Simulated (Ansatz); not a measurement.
**Several settings converged on Lu₂AlCo₃ (R3m, 6 atoms in the cell)**

```
CELL_PARAMETERS angstrom
      2.59108     1.49596     3.78806
     -2.59108     1.49596     3.78806
      0.00000    -2.99193     3.78806
ATOMIC_POSITIONS crystal
  Lu 0.37555 0.37555 0.37555
  Lu 0.62885 0.62885 0.62885
  Al 0.00000 0.00000 0.00000
  Co 0.50000 0.00000 0.00000
  Co 0.00000 0.50000 0.00000
  Co 0.00000 0.00000 0.50000
```

Base method: LDA (PW92), default PAW files made with PBE (plane waves; Ansatz, an electronic-structure program).

Base settings: basis.ecutwfc = 30.9 Ry; kpoints.mp_grid.grid = 5 5 5; hamiltonian.xc = lda; hamiltonian.pseudopotentials = {kind: paw} (the program's default PAW files); scf.occupations.method = fermi_dirac; scf.occupations.width = 0.0073 Ry.

The count of work is k-points × plane waves × bands × iterations; it is no time. Core times come from one kind of shared machine, to one figure; runs under 30 s give none.

**The cutoff for other potential files**

Level: DFT, LDA (PW92), plane waves, harder PAW files (source: ansatz) made with PBE.

In this ladder: hamiltonian.pseudopotentials = {kind: paw, source: ansatz}.

The second cell is the first with its lattice scaled by 0.98.

The mesh stays at the base's, so the ladder's end is converged at best in this setting alone.

The first pressure column holds Ansatz's estimate of the finite-basis (Pulay) stress, which hides part of the cutoff error; the other is without it.

Only quantities that move along the ladder and can be compared are tabulated.

```tsv
basis.ecutwfc	free energy less the last step's (meV/atom)	energy of the compressed cell less the first (meV/atom)	pressure (GPa)	pressure without the Pulay estimate (GPa)	largest difference of a force vector from the last step's (eV/Å)	count of work / last	core time / last (rough)
29.8 Ry	5745.51	14.33	0.47	-350.84	0.086	0.11	–
36.4 Ry	960.93	-7.27	-6.01	-72.06	0.025	0.13	–
46.3 Ry	73.23	-5.39	-5.16	-11.63	0.002	0.21	0.4
56.2 Ry	6.77	-5.82	-5.26	-5.78	0.000	0.28	0.5
66.1 Ry	2.20	-5.87	-5.26	-5.33	0.000	0.32	0.5
79.4 Ry	1.07	-5.89	-5.27	-5.30	0.000	0.42	0.7
99.2 Ry	0.25	-5.90	-5.27	-5.28	0.000	0.65	1.0
132.3 Ry	0.00	-5.90	-5.27	-5.28	0.000	1.0	1
```

Coarsest basis.ecutwfc that holds the pressure within 0.05 GPa of the last step, with all finer ones: 56.2 Ry, at 0.28 of the last step's count of work; the step before is off by 0.11 GPa.

Coarsest basis.ecutwfc that holds the forces within 0.005 eV/Å of the last step, with all finer ones: 46.3 Ry, at 0.21 of the last step's count of work and about 0.4 of the last step's time; the step before is off by 0.025 eV/Å.

Coarsest basis.ecutwfc that holds the pressure without the Pulay estimate within 0.2 GPa of the last step, with all finer ones: 66.1 Ry, at 0.32 of the last step's count of work; the step before is off by 0.50 GPa.

The energy difference between the two cells stays within 1 meV/atom of the last step's from 46.3 Ry on, the total only from 99.2 Ry on: much of the error is common to both cells and cancels.

At the lowest cutoff the pressure without the Pulay estimate lies 346 GPa under the last step's, the usual sign of Pulay stress in an incomplete plane-wave basis.

**The density cutoff**

The mesh stays at the base's, so the ladder's end is converged at best in this setting alone.

Only quantities that move along the ladder and can be compared are tabulated.

| basis.ecutrho_ratio | free energy less the last step's (meV/atom) | pressure (GPa) |
|---|---|---|
| 2 | -6.41 | -4.78 |
| 3 | -0.13 | -5.21 |
| 4 | 0.00 | -5.22 |
| 5 | 0.00 | -5.22 |
| 6 | 0.00 | -5.22 |
| 8 | 0.00 | -5.22 |
| 10 | 0.00 | -5.22 |
| 12 | 0.00 | -5.22 |
| 16 | 0.00 | -5.22 |

Coarsest basis.ecutrho_ratio that holds the pressure within 0.2 GPa of the last step, with all finer ones: 3; the step before is off by 0.44 GPa.

Coarsest basis.ecutrho_ratio that holds the free energy within 2 meV/atom of the last step, with all finer ones: 3; the step before is off by 6.4 meV/atom.

**The relaxed cell against the cutoff**

On Lu2AlCo3 (R-3m, 6 atoms in the cell): atoms on their sites.

In this ladder: relax = cell and atoms.

The mesh stays at the base's, so the ladder's end is converged at best in this setting alone.

Only quantities that move along the ladder and can be compared are tabulated.

```tsv
basis.ecutwfc	relaxed volume (Å³/atom)	relaxation steps	core time / last (rough)
18.4 Ry	14.813	76	3
21.7 Ry	14.230	24	2
26.1 Ry	14.132	11	1
30.9 Ry	14.138	8	0.8
37.1 Ry	14.138	6	0.9
46.3 Ry	14.137	6	1
61.7 Ry	14.137	6	1
```

Coarsest basis.ecutwfc that holds the relaxed volume within 0.071 Å³/atom of the last step, with all finer ones: 26.1 Ry; the step before is off by 0.094 Å³/atom.

At the lowest cutoff the cell relaxes to a volume 4.8 % larger than at the highest. Ansatz relaxes on a stress corrected for the finite basis.

On the base run: the starting cell comes from a database of computed structures (which also holds hypothetical and non-ambient phases and stackings), without a prior relaxation at this level. Its lattice was rescaled by up to half a per cent. One atom was moved a little off its site on purpose. Spin polarisation is off.

Left out of this page: 1 run of the series stopped by limits of time or memory.

Keys are those of Ansatz 0.2.
